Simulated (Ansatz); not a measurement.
Here is the system:

```xyz
2
Lattice="0.0000 3.2764 3.2764 3.2764 0.0000 3.2764 3.2764 3.2764 0.0000" Properties=species:S:1:pos:R:3 pbc="T T T"
Te     0.0000     0.0000     0.0000
Pb     3.2764     3.2764     3.2764
```

No spin polarisation.

The values are results of plane-wave PAW DFT at the PBE level (Ansatz, a first-principles code, 420 eV), scalar-relativistic without spin-orbit coupling, earlier PAW set, not measurements. Settings: 9×9×9 k-points, 0.05 eV Fermi–Dirac smearing.

**Question.** Predict the gap character.

**Answer.** Direct at L.

**Question.** What hole mass does the calculation give?

**Answer.** 0.48 mₑ along k, 0.090 mₑ across (at L).

**Question.** What electron mass does the calculation give?

**Answer.** 0.30 mₑ along k, 0.11 mₑ across (at L).

**Question.** What band gap does the calculation give?

**Answer.** 0.82 eV.

Spin-orbit coupling, missing from the scalar runs, can matter with Pb and Te. Load acts through the strain it causes; cell and atoms are relaxed under it. Effective masses come from finite differences of ±0.01 Å⁻¹. Along k means along the line from Γ to the band edge. Stability against distortions was not tested. The cell was made from PbTe in the rock salt structure (space group Fm-3m, No. 225) by this change: pressure 0.3 GPa.
